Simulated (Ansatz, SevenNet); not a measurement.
# Si3N4 (P6₃/m, No. 176): properties by level of theory

```csv
level (code),lattice constant a (Å),c axis length (Å)
SevenNet-l3i5,7.659,2.925
PBE (Ansatz),7.663,2.926
PBEsol (Ansatz),7.624,2.910
r²SCAN (Ansatz),7.605,2.906
```

Ansatz's density-functional and Hartree–Fock values are scalar-relativistic unless marked +SOC, with PAW data made under PBE.

Ansatz is a program for electronic structure.
